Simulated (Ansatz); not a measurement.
The starting structures come from a database of crystals and need not be the phases stable at ambient conditions.

Inside the gap of an insulator the Bloch states are evanescent, with a wavenumber k + iκ along the transport direction.

```xyz
10
Lattice="7.1207 0.0446 0.0000 3.4588 6.0816 0.0000 3.5604 0.0223 3.5231" Properties=species:S:1:pos:R:3 pbc="T T T"
Pd     1.7802     0.0111     1.7615
Pd     5.3405     0.0334     1.7615
Se     7.0102     3.9134     0.0000
Se     3.5693     2.2127     0.0000
O      6.2337     1.8004     2.1395
O      7.9061     4.3479     1.3836
O     11.4665     4.3702     2.1395
O      2.6734     1.7782     1.3836
O      4.8267     0.8846     0.0000
O      5.7527     5.2416     0.0000
```

Space group of this cell: C2/m. The cell was relaxed by PBE-D3(BJ); by PBEsol its mean pressure is -2.7 GPa.

Transport runs along the normal of the first two printed cell vectors.

No gap correction and no spin-orbit coupling; mid-gap values are interpolated between computed energies.

### Question
State the band gap and the smallest decay constant κ at mid-gap according to PBEsol (Ansatz, a first-principles code).

### Answer
Gap 0.69 eV on a 8×6×8 mesh; κ = 0.283 1/Å, at (0.167, 0.000) of the in-plane reciprocal vectors. At the zone centre, at the nearest computed energy, the slowest state has κ = 0.30 1/Å.
